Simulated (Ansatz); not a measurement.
Consider TiC in the rock salt structure (space group Fm-3m, No. 225; relaxed with 0.1 eV smearing).

```xyz
2
Lattice="0.0000 2.1467 2.1467 2.1467 0.0000 2.1467 2.1467 2.1467 0.0000" Properties=species:S:1:pos:R:3 pbc="T T T"
Ti     0.0000     0.0000     0.0000
C      2.1467     2.1467     2.1467
```

Cartesian axes are those of the cell as printed.

All numbers come from Ansatz (a quantum-chemistry and plane-wave program), PBEsol, PAW, cutoff 420 eV, no spin-orbit coupling.

Before the change:

```
Property                        Result
-----------------------------  -------
Shortest interatomic distance  2.147 Å
Band gap                          zero
```

One thing is altered: a pure shear with ε_xy = ε_yx = 0.0171, atoms relaxed at fixed cell.

**Question.** Predict the new stress, energy relative to the base, shortest interatomic distance and band gap.

**Answer.** The stress (xx, yy, zz, yz, xz, xy; compression positive) is (0.1, 0.1, 0.0, 0.0, 0.0, -5.9) GPa; the energy rises by 6.3 meV/atom; the shortest interatomic distance stays 2.147 Å; the band gap stays zero.

The cells carry an imposed strain or load. No phonon test of stability was made. All final runs are without spin polarisation.
